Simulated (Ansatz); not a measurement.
Reference: ZnS (F-43m), HSE06, rigid bands (plane waves, PAW, scalar-relativistic; Ansatz, a first-principles code); geometry: cell and atoms relaxed with PBEsol.

```
ZnS
1.0
    0.00000     2.67815     2.67815
    2.67815     0.00000     2.67815
    2.67815     2.67815     0.00000
Zn S
1 1
Cartesian
  0.00000   0.00000   0.00000
  1.33908   1.33908   1.33908
```

| Item | Result |
|---|---|
| band gap | 3.46 eV |
| electron conductivity mass | 0.21 mₑ |
| Seebeck coefficient, n-type 1e19 cm⁻³ | -119 μV/K |

Problem. Swap S for Se, keeping the structure type. How do these values move?

Solution. ZnSe (F-43m): volume per atom 19.2 to 22.3 Å³; band gap falls (3.46 eV to 2.50 eV); electron conductivity mass falls (0.21 mₑ to 0.143 mₑ); Seebeck coefficient, n-type 1e19 cm⁻³ falls in size (-119 μV/K to -86 μV/K).

Problem. Swap Zn for Be, keeping the structure type. How do these values move?

Solution. BeS (F-43m): volume per atom 19.2 to 14.2 Å³; band gap rises (3.46 eV to 4.04 eV); electron conductivity mass rises (0.21 mₑ to 0.36 mₑ); Seebeck coefficient, n-type 1e19 cm⁻³ rises in size (-119 μV/K to -272 μV/K).

Moves up to 5 % count as about the same. Masses are for dilute carriers at 300 K, harmonic means over directions unless an axis is named. Seebeck coefficients are for the stated density at 300 K, with one relaxation time for all states and whether or not that doping can be reached. Spin-orbit coupling is left out.
